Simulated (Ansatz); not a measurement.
An Ansatz (an electronic-structure program) input (r2SCAN (Ansatz; PAW; 500 eV plane waves; scalar-relativistic without spin-orbit coupling)):

Ansatz 0.2 input:
```yaml
crystal:
  lattice:
    - [0, 2.4478362886, 2.4478362886]
    - [2.4478362886, 0, 2.4478362886]
    - [2.4478362886, 2.4478362886, 0]
  atoms:
    - { symbol: Y, position: [0, 0, 0] }
    - { symbol: N, position: [0.5, 0.5, 0.5] }
basis: { ecutwfc: 500, ecutrho_ratio: 4, xc_grid: 4, fft_grid_basis: typed }
kpoints: { mp_grid: { grid: [12, 12, 12] } }
hamiltonian:
  xc: r2scan
  dispersion: none
  pseudopotentials: { kind: paw }
scf: { occupations: { method: fermi_dirac, width: 0.05 }, convergence: { dr2_threshold: 0.0000000002 } }
output: { forces: true, stress: true }
checkpoint: { write: state.ck, write_every: 1000 }
```

Q: Which symmetry and how many k-points will the program report, and about how many plane waves at Γ?

A: Space group Fm-3m (ITA 225) with 48 operations, k-points 72 of 1728, and 725 plane waves at Γ.

No phonon test of stability was made. The cell is YN in the rock salt structure (space group Fm-3m, No. 225).
